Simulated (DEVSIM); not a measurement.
Device: Ti/SiO2/p-Si capacitor, at 250 K.

```tsv
layer (left to right)	material	thickness (nm)	Na (cm⁻³)
1	SiO2	7.30	-
2	Si	5200	1.2e16
```

Metal gate on the left, work function 4.33 eV. Fixed charge at the semiconductor interface 0 cm⁻² (in units of +e); interface traps 1e12 cm⁻² eV⁻¹, uniform in energy, neutral level at 0.5 of the gap above the valence band.

The device is made up for the run: typed textbook-type constants, with dimensions and the other settings drawn at random. Values at 300 K; Nc and Nv go as T^1.5, mobilities as T to minus their exponent, the gap by Varshni's rule with the affinity fixed.

| parameter | SiO2 | Si |
|---|---|---|
| gap (eV) | 9 | 1.124 |
| affinity (eV) | 0.9 | 4.05 |
| permittivity | 3.9 | 11.7 |
| Nc (cm⁻³) | - | 2.86e19 |
| Nv (cm⁻³) | - | 3.1e19 |
| Varshni α (eV/K) | - | 0.000473 |
| Varshni β (K) | - | 636 |

Simulated with DEVSIM: 1D Poisson equation in equilibrium, Boltzmann statistics, complete ionisation; no quantum confinement or tunnelling. Metal contacts follow the ideal Schottky-Mott rule: no Fermi-level pinning, no interface dipoles.

Tabulate band edges, carrier densities and field at -0.1 V on the gate.

Energies count from the Fermi level of the right contact; mesh points crowd at the junctions.

```json
[
 {"x (μm)": "0.000", "Ec (eV)": "3.530", "Ev (eV)": "-5.470", "n (cm⁻³)": "< 1e2", "p (cm⁻³)": "< 1e2", "field (V/cm)": "160000"},
 {"x (μm)": "0.001265", "Ec (eV)": "3.550", "Ev (eV)": "-5.450", "n (cm⁻³)": "< 1e2", "p (cm⁻³)": "< 1e2", "field (V/cm)": "160000"},
 {"x (μm)": "0.003455", "Ec (eV)": "3.584", "Ev (eV)": "-5.416", "n (cm⁻³)": "< 1e2", "p (cm⁻³)": "< 1e2", "field (V/cm)": "160000"},
 {"x (μm)": "0.005851", "Ec (eV)": "3.622", "Ev (eV)": "-5.378", "n (cm⁻³)": "< 1e2", "p (cm⁻³)": "< 1e2", "field (V/cm)": "160000"},
 {"x (μm)": "0.007514", "Ec (eV)": "0.496", "Ev (eV)": "-0.640", "n (cm⁻³)": "2.2e9", "p (cm⁻³)": "2900000", "field (V/cm)": "41000"},
 {"x (μm)": "0.009240", "Ec (eV)": "0.503", "Ev (eV)": "-0.633", "n (cm⁻³)": "1.6e9", "p (cm⁻³)": "4000000", "field (V/cm)": "41000"},
 {"x (μm)": "0.01313", "Ec (eV)": "0.519", "Ev (eV)": "-0.618", "n (cm⁻³)": "7.7e8", "p (cm⁻³)": "8400000", "field (V/cm)": "40000"},
 {"x (μm)": "0.02682", "Ec (eV)": "0.572", "Ev (eV)": "-0.564", "n (cm⁻³)": "6.5e7", "p (cm⁻³)": "9.8e7", "field (V/cm)": "38000"},
 {"x (μm)": "0.05439", "Ec (eV)": "0.668", "Ev (eV)": "-0.468", "n (cm⁻³)": "740000", "p (cm⁻³)": "8.7e9", "field (V/cm)": "32000"},
 {"x (μm)": "0.1149", "Ec (eV)": "0.830", "Ev (eV)": "-0.306", "n (cm⁻³)": "400", "p (cm⁻³)": "1.6e13", "field (V/cm)": "21000"},
 {"x (μm)": "0.2515", "Ec (eV)": "0.966", "Ev (eV)": "-0.170", "n (cm⁻³)": "< 1e2", "p (cm⁻³)": "8.7e15", "field (V/cm)": "2000"},
 {"x (μm)": "0.7319", "Ec (eV)": "0.973", "Ev (eV)": "-0.163", "n (cm⁻³)": "< 1e2", "p (cm⁻³)": "1.2e16", "field (V/cm)": "≈ 0"},
 {"x (μm)": "1.643", "Ec (eV)": "0.973", "Ev (eV)": "-0.163", "n (cm⁻³)": "< 1e2", "p (cm⁻³)": "1.2e16", "field (V/cm)": "≈ 0"},
 {"x (μm)": "3.355", "Ec (eV)": "0.973", "Ev (eV)": "-0.163", "n (cm⁻³)": "< 1e2", "p (cm⁻³)": "1.2e16", "field (V/cm)": "≈ 0"},
 {"x (μm)": "4.603", "Ec (eV)": "0.973", "Ev (eV)": "-0.163", "n (cm⁻³)": "< 1e2", "p (cm⁻³)": "1.2e16", "field (V/cm)": "≈ 0"},
 {"x (μm)": "4.940", "Ec (eV)": "0.973", "Ev (eV)": "-0.163", "n (cm⁻³)": "< 1e2", "p (cm⁻³)": "1.2e16", "field (V/cm)": "≈ 0"},
 {"x (μm)": "5.089", "Ec (eV)": "0.973", "Ev (eV)": "-0.163", "n (cm⁻³)": "< 1e2", "p (cm⁻³)": "1.2e16", "field (V/cm)": "≈ 0"},
 {"x (μm)": "5.156", "Ec (eV)": "0.973", "Ev (eV)": "-0.163", "n (cm⁻³)": "< 1e2", "p (cm⁻³)": "1.2e16", "field (V/cm)": "≈ 0"},
 {"x (μm)": "5.191", "Ec (eV)": "0.973", "Ev (eV)": "-0.163", "n (cm⁻³)": "< 1e2", "p (cm⁻³)": "1.2e16", "field (V/cm)": "≈ 0"},
 {"x (μm)": "5.201", "Ec (eV)": "0.973", "Ev (eV)": "-0.163", "n (cm⁻³)": "< 1e2", "p (cm⁻³)": "1.2e16", "field (V/cm)": "≈ 0"},
 {"x (μm)": "5.205", "Ec (eV)": "0.973", "Ev (eV)": "-0.163", "n (cm⁻³)": "< 1e2", "p (cm⁻³)": "1.2e16", "field (V/cm)": "≈ 0"},
 {"x (μm)": "5.207", "Ec (eV)": "0.973", "Ev (eV)": "-0.163", "n (cm⁻³)": "< 1e2", "p (cm⁻³)": "1.2e16", "field (V/cm)": "≈ 0"}
]
```
